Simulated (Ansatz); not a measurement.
Subject: the formation energy of Mo_Cu in Cu (fcc, Fm-3m). Reaction: 63 Cu (fcc) + Mo (bcc) → cell A.

Cell A: a supercell of 64 sites of Cu (fcc, Fm-3m) with Mo on a Cu site (12 Cu at 2.60 Å); spin state with PBE: run without spin, k-point mesh 5×5×5.
```yaml
crystal:
  lattice:
    - [10.26429, 0.00000, 0.00000]
    - [5.13214, 8.88913, 0.00000]
    - [5.13214, 2.96304, 8.38075]
  atoms:
    - { symbol: Cu, position: [0.00000, 0.00000, 0.00000] }
    - { symbol: Cu, position: [0.00000, 0.00000, 0.24988] }
    - { symbol: Cu, position: [0.00000, 0.00000, 0.50000] }
    - { symbol: Cu, position: [0.00000, 0.00000, 0.75012] }
    - { symbol: Cu, position: [0.00000, 0.24988, 0.00000] }
    - { symbol: Cu, position: [0.00100, 0.24950, 0.24950] }
    - { symbol: Cu, position: [0.00100, 0.24950, 0.50000] }
    - { symbol: Cu, position: [0.00000, 0.24988, 0.75012] }
    - { symbol: Cu, position: [0.00000, 0.50000, 0.00000] }
    - { symbol: Cu, position: [0.00100, 0.50000, 0.24950] }
    - { symbol: Cu, position: [0.00000, 0.50000, 0.50000] }
    - { symbol: Cu, position: [0.99900, 0.50000, 0.75050] }
    - { symbol: Cu, position: [0.00000, 0.75012, 0.00000] }
    - { symbol: Cu, position: [0.00000, 0.75012, 0.24988] }
    - { symbol: Cu, position: [0.99900, 0.75050, 0.50000] }
    - { symbol: Cu, position: [0.99900, 0.75050, 0.75050] }
    - { symbol: Cu, position: [0.24988, 0.00000, 0.00000] }
    - { symbol: Cu, position: [0.24950, 0.00100, 0.24950] }
    - { symbol: Cu, position: [0.24950, 0.00100, 0.50000] }
    - { symbol: Cu, position: [0.24988, 0.00000, 0.75012] }
    - { symbol: Cu, position: [0.24950, 0.24950, 0.00100] }
    - { symbol: Cu, position: [0.25000, 0.25000, 0.25000] }
    - { symbol: Cu, position: [0.24950, 0.24950, 0.50000] }
    - { symbol: Cu, position: [0.24998, 0.24998, 0.75002] }
    - { symbol: Cu, position: [0.24950, 0.50000, 0.00100] }
    - { symbol: Cu, position: [0.24950, 0.50000, 0.24950] }
    - { symbol: Cu, position: [0.24690, 0.50000, 0.50000] }
    - { symbol: Cu, position: [0.24690, 0.50000, 0.75310] }
    - { symbol: Cu, position: [0.24988, 0.75012, 0.00000] }
    - { symbol: Cu, position: [0.24998, 0.75002, 0.24998] }
    - { symbol: Cu, position: [0.24690, 0.75310, 0.50000] }
    - { symbol: Cu, position: [0.24998, 0.75002, 0.75002] }
    - { symbol: Cu, position: [0.50000, 0.00000, 0.00000] }
    - { symbol: Cu, position: [0.50000, 0.00100, 0.24950] }
    - { symbol: Cu, position: [0.50000, 0.00000, 0.50000] }
    - { symbol: Cu, position: [0.50000, 0.99900, 0.75050] }
    - { symbol: Cu, position: [0.50000, 0.24950, 0.00100] }
    - { symbol: Cu, position: [0.50000, 0.24950, 0.24950] }
    - { symbol: Cu, position: [0.50000, 0.24690, 0.50000] }
    - { symbol: Cu, position: [0.50000, 0.24690, 0.75310] }
    - { symbol: Cu, position: [0.50000, 0.50000, 0.00000] }
    - { symbol: Cu, position: [0.50000, 0.50000, 0.24690] }
    - { symbol: Mo, position: [0.50000, 0.50000, 0.50000] }
    - { symbol: Cu, position: [0.50000, 0.50000, 0.75310] }
    - { symbol: Cu, position: [0.50000, 0.75050, 0.99900] }
    - { symbol: Cu, position: [0.50000, 0.75310, 0.24690] }
    - { symbol: Cu, position: [0.50000, 0.75310, 0.50000] }
    - { symbol: Cu, position: [0.50000, 0.75050, 0.75050] }
    - { symbol: Cu, position: [0.75012, 0.00000, 0.00000] }
    - { symbol: Cu, position: [0.75012, 0.00000, 0.24988] }
    - { symbol: Cu, position: [0.75050, 0.99900, 0.50000] }
    - { symbol: Cu, position: [0.75050, 0.99900, 0.75050] }
    - { symbol: Cu, position: [0.75012, 0.24988, 0.00000] }
    - { symbol: Cu, position: [0.75002, 0.24998, 0.24998] }
    - { symbol: Cu, position: [0.75310, 0.24690, 0.50000] }
    - { symbol: Cu, position: [0.75002, 0.24998, 0.75002] }
    - { symbol: Cu, position: [0.75050, 0.50000, 0.99900] }
    - { symbol: Cu, position: [0.75310, 0.50000, 0.24690] }
    - { symbol: Cu, position: [0.75310, 0.50000, 0.50000] }
    - { symbol: Cu, position: [0.75050, 0.50000, 0.75050] }
    - { symbol: Cu, position: [0.75050, 0.75050, 0.99900] }
    - { symbol: Cu, position: [0.75002, 0.75002, 0.24998] }
    - { symbol: Cu, position: [0.75050, 0.75050, 0.50000] }
    - { symbol: Cu, position: [0.75000, 0.75000, 0.75000] }
```

Reference: Cu (fcc, Fm-3m), 64 atoms in the cell, the relaxed perfect crystal repeated, atoms not moved again; spin state with PBE: run without spin, k-point mesh 5×5×5 on the run's own vectors.

Reference: Mo (bcc, Im-3m), 1 atom in the cell; spin state with PBE: run without spin, k-point mesh 26×26×26 on the run's own vectors. Conventional cell: a = b = c = 3.1612 Å, α = β = γ = 90.00°.

Computed with Ansatz (plane waves, PAW), its PAW set soft_1, cutoff 420 eV. The structures are at rest with PBE, within the held lattices. Neutral cells; Fermi-Dirac smearing of at most 0.10 eV in the solids, energies taken to zero width. Larger cells are relaxed from a start prepared with the learned potential CHGNet, on a coarser mesh till forces fall under 0.03 eV/Å, which some starts already meet. A dispersion term (D3(BJ), or D4 for r2SCAN) was computed beside these levels and is taken off wherever the name lacks it. Space groups of crystals are read within 0.01 Å. Static lattices, no vibrational contributions. Cells are local rest points, mostly with their start's symmetry. No correction for cell size. Mesh and cell size may move defect energies by 0.1 eV or more. Cell A has symmetry Fm-3m within 0.02 Å and got no random move, so less symmetric positions, which may lie lower, weren't tried.

Problem. Predict the value from PBE.

Solution. 1.95 eV, for 63 Cu (fcc) + Mo (bcc) → cell A.

Ansatz is a first-principles code.
